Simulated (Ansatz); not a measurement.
A relaxation of the atoms of Sr4Bi2O (I4mm, 7 atoms in the cell) with Ansatz (a quantum-chemistry and plane-wave program).

Method: LDA (PW92), default PAW files made with PBE (plane waves; Ansatz).

The change in words: one atom moved by 0.15 angstrom; relax: default → atoms; relax.f_tol: default → 0.2 eV/Å. Reference geometry:
```
CELL_PARAMETERS angstrom
     -2.50747     2.50747     8.79961
      2.50747    -2.50747     8.79961
      2.50747     2.50747    -8.79961
ATOMIC_POSITIONS crystal
  Sr 0.83497 0.83497 0.00000
  Sr 0.17023 0.17023 0.00000
  Sr 0.99808 0.49808 0.50000
  Sr 0.49808 0.99808 0.50000
  Bi 0.63778 0.63778 0.00000
  Bi 0.36026 0.36026 0.00000
  O  0.99020 0.99020 0.00000
```

Reference input (self-consistent single point, DFT, LDA (PW92), plane waves, default PAW files made with PBE): basis.ecutwfc = 420 eV; kpoints.mp_grid.grid = 5 5 5; hamiltonian.xc = lda; hamiltonian.pseudopotentials = {kind: paw} (the program's default PAW files); scf.occupations.method = fermi_dirac; scf.occupations.width = 0.02 eV. This run's input differs from it in these lines:

```diff
@@ -7,3 +7,3 @@
   atoms:
-    - { symbol: Sr, position: [0.83497000, 0.83497000, 0.00000000] }
+    - { symbol: Sr, position: [0.84349300, 0.84349300, 0.00000000] }
     - { symbol: Sr, position: [0.17023000, 0.17023000, 0.00000000] }
@@ -23,2 +23,4 @@
   occupations: { method: fermi_dirac, width: 0.02 eV }
+relax:
+  f_tol: 0.2
 output:
```

Output, abridged:

```
   [... SCF lines of the steps left out ...]
relax step   1: F+E_penalty+E_count = -38512.76118371 eV  Δ(F+E_penalty+E_count) = +0.000e0 eV  max|allowed force component| = 2.941e-1 eV/Å  Δτ_max = 0.0000 Å  (6 SCF iters, dr2 threshold 1.00e-4 eV, accepted)
relax step   2: F+E_penalty+E_count = -38512.70545434 eV  Δ(F+E_penalty+E_count) = +5.573e-2 eV  max|allowed force component| = 5.740e-1 eV/Å  Δτ_max = 0.1562 Å  (8 SCF iters, rejected (line search))
relax step   3: F+E_penalty+E_count = -38512.78179077 eV  Δ(F+E_penalty+E_count) = -2.061e-2 eV  max|allowed force component| = 8.221e-2 eV/Å  Δτ_max = 0.0611 Å  (7 SCF iters, accepted)
the relaxation is at rest under the 8 symmetry operations that the run kept from its start: a minimum is not shown …
Free energy (F): -38512.781791 eV
Internal energy: -38512.781791 eV  (E = F + TS)
E sigma→0 (E₀):  -38512.781791 eV
Fermi energy:    8.354605 eV
--- Forces (eV/Å), atoms counted from 1 ---
  atom   1  Sr     0.00000000    -0.00000000     0.00463815
  atom   2  Sr    -0.00000000     0.00000000     0.08219344
  atom   3  Sr     0.00000000     0.00000000    -0.04883066
  atom   4  Sr    -0.00000000     0.00000000    -0.04883066
  atom   5  Bi    -0.00000000    -0.00000000     0.02668066
  atom   6  Bi     0.00000000     0.00000000     0.01452653
   [... lines left out ...]
    - { symbol: Sr, position: [0.99928484011695, 0.49928484011694996, 0.5] }
    - { symbol: Sr, position: [0.49928484011694996, 0.99928484011695, 0.5] }
    - { symbol: Bi, position: [0.6375742266869149, 0.6375742266869149, 1.4332836190395444e-34] }
    - { symbol: Bi, position: [0.3622675714247261, 0.3622675714247261, -1.0286724538561322e-35] }
    - { symbol: O, position: [0.9877682137025576, 0.9877682137025576, -2.948861034387579e-35] }
```

The run converged.  The full log also holds: “iter 5 did not close the SCF: its close was put off for the readings that it lacked (scf_convergence_deferred on its scf_iter line)”.

Summary of the result:
Free energy E − TS (on the zero of these files): -38512.7818 eV
Top of the valence band (on the code's own zero): 7.92 eV
Gap on the k-point mesh: 0.87 eV
Pressure: -2.54 GPa
Largest force (vector length): 0.082 eV/Å
Relaxation steps: 3

The starting cell comes from a database of computed structures (which also holds hypothetical and non-ambient phases and stackings), without a prior relaxation at this level. Its lattice was rescaled by up to half a per cent. For this run, on top of that: one atom moved by 0.15 angstrom. Spin-orbit coupling is off. The relaxation keeps the symmetry of its start, so its end need not be a minimum. Ansatz's pressure includes its estimate of the finite-basis (Pulay) stress.

Cost on one core of a shared machine: roughly 60 s.

Keys are those of Ansatz 0.2.
